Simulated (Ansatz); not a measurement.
**ScCu (Pm-3m): resistivity and electron-phonon coupling**

Data:

```yaml
crystal:
  lattice:
    - [3.21040, 0.00000, 0.00000]
    - [0.00000, 3.21040, 0.00000]
    - [0.00000, 0.00000, 3.21040]
  atoms:
    - { symbol: Sc, position: [0.50000, 0.50000, 0.50000] }
    - { symbol: Cu, position: [0.00000, 0.00000, 0.00000] }
```

Calculation: PBEsol, DFPT electron-phonon coupling, linearised Boltzmann equation (plane waves, PAW, scalar-relativistic; Ansatz, a quantum-chemistry and plane-wave program). How the cell was made: relaxed with this functional, without spin-orbit coupling.

```json
{
  "resistivity at 300 K": "22 μΩ·cm",
  "electron mean free path at 300 K (weighted by the current that each state carries)": "4.6 nm",
  "density of states at the Fermi level": "0.63 states/(eV·spin·cell)",
  "drude_plasma_energy": "5.3 eV",
  "Hall coefficient at 300 K": "4.4 ×10⁻¹¹ m³/C"
}
```

A metal at this level (no band gap). Only scattering by harmonic phonons is included (no impurities, grain boundaries, electron-electron scattering or thermal expansion). Spin-orbit coupling is left out. The squared frequency of the phonon mode least converged on the k mesh is uncertain by about 10 %. Halving the electron mesh (28x28x28) moves the resistivity by up to 2 % at 300 K, the mean free path by up to 6 %. Smearing 0.20 eV; phonons on a 4x4x4 q mesh, which this run doesn't test and which matters most at low temperature.

Formula and space group known from diffraction (Crystallography Open Database), not checked to be the room-temperature form: ScCu (Pm-3m).
